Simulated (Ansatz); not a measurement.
Take Mo3Ir in the A15 (Cr3Si type) structure (space group Pm-3n, No. 223; a = 4.940 Å; a cell from a computed database, its experimental status unchecked) as the base.

Levels (all Ansatz, a first-principles code, PAW): PBEsol (420 eV, no spin-orbit coupling); PBEsol+SOC (420 eV, noncollinear with spin-orbit coupling).

The geometry is relaxed with PBEsol.

- PBEsol pressure: 0.0 GPa

With PBEsol+SOC at the same geometry, the pressure goes from zero to 0.2 GPa.

Single points use the geometry relaxed with PBEsol. The spin-orbit shifts are approximate. Whether these cells are dynamically stable was not tested. The runs without spin-orbit coupling are not spin-polarised.
